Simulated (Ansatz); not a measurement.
## Ta₂O₅ (space group Pmmn, No. 59; a cell from a computed database, its experimental status unchecked)

```yaml
crystal:
  lattice:
    - [3.83841, 0.00000, 0.00000]
    - [0.00000, 12.99310, 0.00000]
    - [0.00000, 0.00000, 3.86860]
  atoms:
    - { symbol: Ta, position: [0.00000, 0.14617, 0.02128] }
    - { symbol: Ta, position: [0.00000, 0.85383, 0.02128] }
    - { symbol: Ta, position: [0.50000, 0.35383, 0.97872] }
    - { symbol: Ta, position: [0.50000, 0.64617, 0.97872] }
    - { symbol: O, position: [0.50000, 0.18516, 0.00198] }
    - { symbol: O, position: [0.50000, 0.81484, 0.00198] }
    - { symbol: O, position: [0.00000, 0.31484, 0.99802] }
    - { symbol: O, position: [0.00000, 0.68516, 0.99802] }
    - { symbol: O, position: [0.00000, 0.85058, 0.50732] }
    - { symbol: O, position: [0.00000, 0.14942, 0.50732] }
    - { symbol: O, position: [0.50000, 0.64942, 0.49268] }
    - { symbol: O, position: [0.50000, 0.35058, 0.49268] }
    - { symbol: O, position: [0.50000, 0.50000, 0.99543] }
    - { symbol: O, position: [0.00000, 0.00000, 0.00457] }
```

Calculations: PBEsol (Ansatz, an electronic-structure program; PAW; 420 eV plane waves; without spin-orbit coupling). k-mesh 7×2×7 (Γ-centred); smearing 0.05 eV (Fermi–Dirac).

The volume per atom comes out as 13.78 Å³ and the density is 7.61 g/cm³. The band gap is 2.27 eV, indirect, R → Γ and the total energy is -3203.509 eV/atom (σ→0; compares only within this code and set-up).

Spin-orbit coupling, missing from the scalar runs, can matter with Ta. Gaps are read on the SCF mesh and a high-symmetry path. Stability against distortions was not tested.
